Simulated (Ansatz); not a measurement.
A computed series for Ti: response to strain

Start from Ti in the hcp (Mg type) structure (space group P6_3/mmc, No. 194; a = 2.936 Å, c = 4.640 Å; relaxed with 0.1 eV smearing). Axes: x lies along a and z along c of the hexagonal cell.

Strains are applied to the cell and any free atomic positions relax.

Method: DFT with r2SCAN, PAW potentials and a 500 eV plane-wave cutoff in Ansatz (a quantum-chemistry and plane-wave program), no SOC.

Notes on the quantities. energy relative to the base: free energy F.

| uniaxial strain ε_xx (%) | energy relative to the base (meV/atom) |
|---|---|
| -3 | 9.1 |
| -2.5 | 6.3 |
| -2 | 4.0 |
| -1.5 | ? |
| -1 | 1.0 |
| -0.5 | 0.2 |
| 0 | 0.0 |

Q: Fit ΔE = Aε² + Bε³ (ε in %) to the rows shown and predict the withheld row.

A: Least squares on the printed values gives A = 0.981 and B = -0.010 meV/atom (largest residual 0.0 meV/atom); this predicts 2.2 meV/atom, and the run gives 2.2 meV/atom, in agreement.

No phonon test of stability was made. The final runs are not spin-polarised.
